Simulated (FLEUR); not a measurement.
What a tighter setting buys: kpt_div, Al2Au (Fm-3m, 3 atoms in the cell)

```yaml
crystal:
  lattice:
    - [0.00000, 3.00000, 3.00000]
    - [3.00000, 0.00000, 3.00000]
    - [3.00000, 3.00000, 0.00000]
  atoms:
    - { symbol: Au, position: [0.00000, 0.00000, 0.00000] }
    - { symbol: Al, position: [0.25000, 0.25000, 0.25000] }
    - { symbol: Al, position: [0.75000, 0.75000, 0.75000] }
```

Method: PBE, all-electron FLAPW (FLEUR), scalar-relativistic valence in FLEUR.

Base settings: Kmax = 4.4 1/bohr; GmaxXC = 17.6 1/bohr; xcFunctional = pbe; jspins = 1; l_soc = F; mode = gauss; fermiSmearingEnergy = 0.00999582 Htr; mesh (inpgen div1-3) = 7 7 7; inpgen gamma flag = false; Gmax = 17.6 1/bohr.

Misses are taken against the tightest run, 13 13 13, which need not be fully converged itself. The energy is the total energy (no entropy term) per atom.

Core times come from one kind of shared machine and are given to one figure; runs under 30 s give none.

The starting cell comes from a database of published, mostly measured structures (it also holds non-ambient and calculated ones), without a prior relaxation at this level. Values depend on the basis (sphere radii, cutoffs, local orbitals), which need not be converged.

| kpt_div | energy less reference (meV/atom) | core time / reference (rough) |
|---|---|---|
| 1 1 1 | 6859.54 | 0.1 |
| 2 2 2 (kpt_gamma: false → true) | 425.71 | 0.2 |
| 3 3 3 | 85.90 | 0.2 |
| 4 4 4 (kpt_gamma: false → true) | -1.30 | 0.2 |
| 5 5 5 | -11.41 | 0.2 |
| 7 7 7 | 2.61 | 0.4 |
| 8 8 8 (kpt_gamma: false → true) | -3.38 | 0.4 |
| 9 9 9 | 1.50 | 0.5 |
| 11 11 11 | 2.19 | 0.7 |
| 13 13 13 | 0.00 | 1 |

Coarsest setting among those run that, with all tighter ones, holds the energy within 20 meV/atom of the reference: 4 4 4 (kpt_gamma: false → true), off by 1.3 meV/atom; it needs about 0.2 of the reference's time.

Coarsest setting among those run that, with all tighter ones, holds the energy within 5 meV/atom of the reference: 7 7 7, off by 2.6 meV/atom; it needs about 0.4 of the reference's time. The coarser 4 4 4 (kpt_gamma: false → true) also lies inside, but a setting between leaves the range again, so that is luck.

The step from 3 3 3 to 11 11 11: it takes the miss in the energy from 86 to 2.2 meV/atom, for roughly 4 times the time.
